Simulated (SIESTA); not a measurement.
Band structure of a sheet of PbO (4 atoms in the cell).

```
CELL_PARAMETERS angstrom
      3.87966     0.00000     0.00000
      0.00000     3.87966     0.00000
      0.00000     0.00000    16.36593
ATOMIC_POSITIONS crystal
  Pb 0.50000 0.00000 0.57228
  Pb 0.00000 0.50000 0.42772
  O  0.00000 0.00000 0.50000
  O  0.50000 0.50000 0.50000
```

Level of theory: SIESTA with GGA PBE, numerical atomic orbitals DZP, PseudoDojo PBE standard norm-conserving potentials (rewritten from UPF to PSML).

Settings: XC.functional = GGA; XC.authors = PBE; potentials = PseudoDojo PBE standard; PAO.BasisSize = DZP; PAO.EnergyShift = 0.01 Ry; MeshCutoff = 400 Ry; kgrid.MonkhorstPack = 5 5 1; OccupationFunction = MP; OccupationMPOrder = 0; ElectronicTemperature = 2320.9 K; MaxSCFIterations = 150; SCF.Mixer.Method = Broyden; SCF.Mixer.Weight = 0.1; SCF.Mixer.History = 6.

The starting cell was generated: these elements placed on a structure prototype, without a prior relaxation; it need not be a known phase or ordering of this composition. Its lattice was rescaled in the plane by a random factor within 2.5 % of one. Spin-orbit coupling is off. Values carry the incompleteness of an atom-centred basis.

### Question
Predict the gap along the standard path and the places of the band edges.

### Answer
The gap along the path is 2.95 eV, direct at Γ to within 0.01 eV.

Levels in eV from the top of the valence band on the path, bands 17 to 21:
| point | 17 | 18 | 19 | 20 | 21 |
|---|---|---|---|---|---|
| M | -1.24 | -1.24 | -0.59 | -0.59 | 3.31 |
| Γ | -1.34 | -1.24 | -1.24 | 0.00 | 2.95 |
| X | -2.68 | -2.68 | -0.72 | -0.72 | 3.55 |

Higher empty bands are left out: an atom-centred basis made for the valence describes them poorly.
